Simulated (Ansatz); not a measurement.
An Ansatz (an electronic-structure program) run: Ti with a change (biaxial strain −3.00 %, plane normal [001], relaxed out of plane); plane-wave PAW DFT at the PBEsol level (Ansatz, 420 eV), no spin-orbit coupling.

Input:

Ansatz 0.2 input:
```yaml
crystal:
  lattice:
    - [2.8145862219, 0, 0]
    - [1.407293111, 2.4375031693, 0]
    - [0, 0, 4.6618535681]
  atoms:
    - { symbol: Ti, position: [0.6666666667, 0.6666666667, 0.75] }
    - { symbol: Ti, position: [0.3333333333, 0.3333333333, 0.25] }
basis: { ecutwfc: 420, ecutrho_ratio: 4, xc_grid: 2, fft_grid_basis: typed }
kpoints: { mp_grid: { grid: [23, 23, 13] } }
hamiltonian:
  xc: pbesol
  dispersion: none
  pseudopotentials: { kind: paw }
scf: { occupations: { method: fermi_dirac, width: 0.1 } }
relax: { f_tol: 0.005, max_steps: 50, cell: { stress_tol: 0.01, fix: [a, b, gamma] } }
output: { forces: true, stress: true }
checkpoint: { write: state.ck, write_every: 1000 }
```

Output (explanatory and most iteration lines left out):

```
Relaxation: its limit of steps is 50 (relax.max_steps)
Pseudopotential: Ti, paw, valence charge 12
Crystal: 2 atoms, lattice volume = 31.983 Å³
Basis set: ecut = 420 eV, 627 PW (Γ), exchange–correlation on 40×40×64 points (8 copies of the dense FFT grid, shifted against one another)
Bands: 16, of which v1, the nominal top of the filled ones, is band 12 counted from 1 (11 counted from 0)
Symmetry: 24 space group operations
Space group: P63/mmc (ITA 194), of the structure as read, at distance tolerance 3.2e-5 Å
k-points: 392 of 6877
Functional: x = pbesol(κ = 0.804, μ = 0.12345679012345678), c = pbesol(β = 0.046)
SCF iter   1: F=—  HF=-4947.790215 eV  |F-HF|=—  |Δ(HF+E_count)|=         —  Δρ=7.10e-3  dr2=1.18e-2  ethr=1.77e-3  ⟨swp⟩=3.6  Hψ=25390  notcnv=0
SCF iter   2: F=—  HF=-4947.786716 eV  |F-HF|=—  |Δ(HF+E_count)|=   3.50e-3  Δρ=3.24e-3  dr2=2.48e-3  ethr=4.93e-5  ⟨swp⟩=2.2  Hψ=10717  notcnv=0
SCF 1 converged in 6 iterations: F = -4947.786056 eV  dr2 = 1.04e-10
relax step   1: F+E_penalty+E_count = -4947.78605578 eV  Δ(F+E_penalty+E_count) = +0.000e0 eV  max|allowed force component| = 3.516e-16 eV/Å  Δτ_max = 0.0000 Å  P = +5.824 GPa  Ω = 31.983 Å³  fix = [a, b, gamma]  reactions: a +7.524, b +7.524 GPa  (6 SCF iters, dr2 threshold 1.00e-7 eV, accepted)
[... steps on the carried basis left out ...]
relax step   4: F+E_penalty+E_count = -4947.78888076 eV  Δ(F+E_penalty+E_count) = -3.639e-7 eV  max|allowed force component| = 1.226e-16 eV/Å  Δτ_max = 0.0000 Å  P = +4.212 GPa  Ω = 32.364 Å³  energy of the carried Pulay correction = -2.784e-5 eV  fix = [a, b, gamma]  reactions: a +6.319, b +6.319 GPa  (7 SCF iters, dr2 threshold 7.66e-10 eV, accepted)
Crystal: 2 atoms, lattice volume = 32.364 Å³
SCF iter   1: F=—  HF=-4947.788905 eV  |F-HF|=—  |Δ(HF+E_count)|=         —  Δρ=1.42e-4  dr2=1.37e-7  ethr=8.33e-10  ⟨swp⟩=3.0  Hψ=43697  notcnv=0
SCF iter   2: F=—  HF=-4947.788910 eV  |F-HF|=—  |Δ(HF+E_count)|=   4.94e-6  Δρ=7.10e-5  dr2=3.42e-8  ethr=5.70e-10  ⟨swp⟩=1.0  Hψ=6272  notcnv=0
SCF 5 converged in 9 iterations: F = -4947.788909 eV  dr2 = 1.54e-20
SCF converged after 9 iterations
Free energy (F): -4947.788909 eV
Internal energy: -4947.714514 eV  (E = F + TS)
E sigma→0 (E₀):  -4947.751711 eV
Entropy (-TS):   -0.074396 eV (-37.198 meV/atom)
Fermi energy:    14.355183 eV
--- Forces (eV/Å), atoms counted from 1 ---
  atom   1  Ti     0.00000000    -0.00000000     0.00000000
  atom   2  Ti    -0.00000000     0.00000000     0.00000000
--- Stress (GPa, compression-positive) ---
        6.319029       0.000000       0.000000
        0.000000       6.319029       0.000000
        0.000000       0.000000       0.003423
  P = ⅓ Tr σ = 4.2138 GPa (42.138 kbar)
--- Relaxed structure (4 steps of the walk, 4 accepted, 1 SCFs on fresh bases) ---
  cell:  # Å, volume = 32.3643 Å³
    - [2.814586221895921, -2.8867491915145347e-11, 0.0]
    - [1.4072931109729605, 2.437503169289099, 0.0]
    - [0.0, 0.0, 4.71743692645006]
  atoms:
    - { symbol: Ti, position: [0.6666666666666666, 0.6666666666666667, 0.7500000000000001] }
    - { symbol: Ti, position: [0.3333333333333333, 0.33333333333333337, 0.25000000000000006] }
```

No phonon test of stability was made. All final runs are without spin polarisation. The cell was made from Ti in the hcp (Mg type) structure (space group P6_3/mmc, No. 194) by this change: biaxial strain −3.00 %, plane normal [001], relaxed out of plane.
